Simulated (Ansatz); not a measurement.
## Several settings converged on a (001) slab of Al3Ni2 (cut from a parent of space group no. 164; 10 atoms in the cell)

```yaml
crystal:
  lattice:
    - [4.00618, 0.00000, 0.00000]
    - [-2.00309, 3.46946, 0.00000]
    - [0.00000, 0.00000, 22.34119]
  atoms:
    - { symbol: Al, position: [0.00000, 0.00000, 0.39044] }
    - { symbol: Al, position: [0.33333, 0.66667, 0.31332] }
    - { symbol: Al, position: [0.66667, 0.33333, 0.46755] }
    - { symbol: Ni, position: [0.33333, 0.66667, 0.42256] }
    - { symbol: Ni, position: [0.66667, 0.33333, 0.35832] }
    - { symbol: Al, position: [0.00000, 0.00000, 0.60956] }
    - { symbol: Al, position: [0.33333, 0.66667, 0.53245] }
    - { symbol: Al, position: [0.66667, 0.33333, 0.68668] }
    - { symbol: Ni, position: [0.33333, 0.66667, 0.64168] }
    - { symbol: Ni, position: [0.66667, 0.33333, 0.57744] }
```

Base method: LDA (PW92), default PAW files made with PBE (plane waves; Ansatz, an electronic-structure program).

Base settings: basis.ecutwfc = 420 eV; kpoints.mp_grid.grid = 9 9 1; hamiltonian.xc = lda; hamiltonian.pseudopotentials = {kind: paw} (the program's default PAW files); scf.occupations.method = fermi_dirac; scf.occupations.width = 0.1 eV.

The count of work is k-points × plane waves × bands × iterations; it is no time. 

**The vacuum**

The mesh stays at the base's, so the ladder's end is converged at best in this setting alone.

Only quantities that move along the ladder and can be compared are tabulated.

```csv
vacuum between outermost atoms (Å),free energy less the last step's (meV/atom),largest difference of a force vector from the last step's (eV/Å),count of work / last
3.0,-108.02,0.953,0.26
4.0,-36.23,0.314,0.32
5.0,-10.73,0.071,0.35
6.0,-2.80,0.018,0.37
7.0,-0.66,0.005,0.40
8.0,-0.13,0.003,0.43
10.0,0.00,0.001,0.53
12.0,0.00,0.000,0.53
14.0,0.00,0.000,0.58
17.0,0.00,0.000,0.66
20.0,-0.01,0.000,0.82
25.0,0.00,0.000,0.86
30.0,0.00,0.000,1.0
```

Smallest vacuum between outermost atoms (Å) that holds the forces within 0.02 eV/Å of the last step, with all finer ones: 6.0, at 0.37 of the last step's count of work; the step before is off by 0.071 eV/Å.

Smallest vacuum between outermost atoms (Å) that holds the free energy within 0.5 meV/atom of the last step, with all finer ones: 8.0, at 0.43 of the last step's count of work; the step before is off by 0.66 meV/atom.

**The plane-wave cutoff**

The mesh stays at the base's, so the ladder's end is converged at best in this setting alone.

Only quantities that move along the ladder and can be compared are tabulated.

```csv
basis.ecutwfc,free energy less the last step's (meV/atom),largest difference of a force vector from the last step's (eV/Å),count of work / last
210 eV,4360.50,0.212,0.15
250 eV,1079.46,0.191,0.16
295 eV,192.21,0.089,0.23
355 eV,13.09,0.009,0.30
420 eV,1.73,0.001,0.35
505 eV,0.96,0.000,0.47
630 eV,0.37,0.000,0.65
840 eV,0.00,0.000,1.0
```

Coarsest basis.ecutwfc that holds the free energy within 2 meV/atom of the last step, with all finer ones: 420 eV, at 0.35 of the last step's count of work; the step before is off by 13 meV/atom.

Coarsest basis.ecutwfc that holds the forces within 0.02 eV/Å of the last step, with all finer ones: 355 eV, at 0.30 of the last step's count of work; the step before is off by 0.089 eV/Å.

On the base run: the starting cell comes from a database of computed structures (which also holds hypothetical and non-ambient phases and stackings), without a prior relaxation at this level. The slab is cut from that crystal, and its faces are unrelaxed. Its lattice was rescaled by up to half a per cent. Spin polarisation is off.

Left out of this page: 1 run of the series outside the window shown, repeating another row's setting, or not comparable.

Keys are those of Ansatz 0.2.
